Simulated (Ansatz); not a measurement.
The starting structures come from a database of crystals and need not be the phases stable at ambient conditions.

 Where the default PAW files enter, the runs use the earlier of Ansatz's two default sets.

The decay constant κ of evanescent states in the gap governs leakage through a thin film.

Given:

```
CELL_PARAMETERS angstrom
      5.72568     0.00000     0.00000
      2.86284     7.52836     0.00000
      2.86284    -1.08867     2.64777
ATOMIC_POSITIONS crystal
  La 0.23003 0.76997 0.26997
  La 0.26997 0.23003 0.73003
  S  0.84872 0.65128 0.15128
  S  0.65128 0.34872 0.84872
  F  0.50000 0.00000 0.00000
  F  0.00000 0.00000 0.00000
```

Space group of this cell: P4/nmm. The cell is taken as given.

Transport runs along the normal of the first two printed cell vectors, the (111) plane of the conventional cell.

No gap correction and no spin-orbit coupling; mid-gap values are interpolated between computed energies.

Question: Give the band gap and the smallest decay constant κ at mid-gap that r2SCAN in Ansatz (a program for electronic structure) yields.

Answer: Gap 1.86 eV on a 12×12×12 mesh; κ = 0.221 1/Å, at the zone centre.
